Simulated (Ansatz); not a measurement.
Start from SiO2 in the rutile structure (space group P4_2/mnm, No. 136; a = 4.236 Å, c = 2.690 Å). Axes: x, y, z lie along a, b, c of the conventional cell.

Structures relaxed with PBE in Ansatz (plane waves to 420 eV, PAW, without spin-orbit coupling).

Base:

Simulated powder pattern, Cu Kα1, λ = 1.54056 Å (kinematic, ideal powder, no thermal factors, no anomalous dispersion; the 10 strongest lines at most, above 2 %, up to 2θ = 90°):

```tsv
2θ (°)	I/Imax (%)	hkl
29.80	100	(110)
39.65	24	(101)
45.27	40	(111)
47.98	16	(210)
59.64	60	(211)
61.90	20	(220)
69.86	11	(002)
70.20	6.3	(310)
76.06	29	(301)
77.76	11	(112)
```

After one change:

Simulated powder pattern, Cu Kα1, λ = 1.54056 Å (kinematic, ideal powder, no thermal factors, no anomalous dispersion; the 10 strongest lines at most, above 2 %, up to 2θ = 90°):

```json
[
 {"2θ (°)": "29.80", "I/Imax (%)": "100"},
 {"2θ (°)": "40.57", "I/Imax (%)": "23"},
 {"2θ (°)": "46.09", "I/Imax (%)": "38"},
 {"2θ (°)": "47.98", "I/Imax (%)": "16"},
 {"2θ (°)": "60.32", "I/Imax (%)": "58"},
 {"2θ (°)": "61.90", "I/Imax (%)": "20"},
 {"2θ (°)": "70.20", "I/Imax (%)": "6.4"},
 {"2θ (°)": "72.36", "I/Imax (%)": "9.4"},
 {"2θ (°)": "76.67", "I/Imax (%)": "28"},
 {"2θ (°)": "80.17", "I/Imax (%)": "10"}
]
```

Question: Which of these changes matches the shifts?
A) uniaxial strain ε_zz = −3.00 %
B) uniaxial strain ε_zz = −2.40 %
C) uniaxial strain ε_zz = −1.80 %
D) uniaxial strain ε_zz = −0.60 %

Answer: A, uniaxial strain ε_zz = −3.00 %. Its volume per atom is 7.81 Å³ against 8.05 Å³, and its space group is P4_2/mnm (No. 136).

No phonon test of stability was made.

Ansatz is a first-principles code.
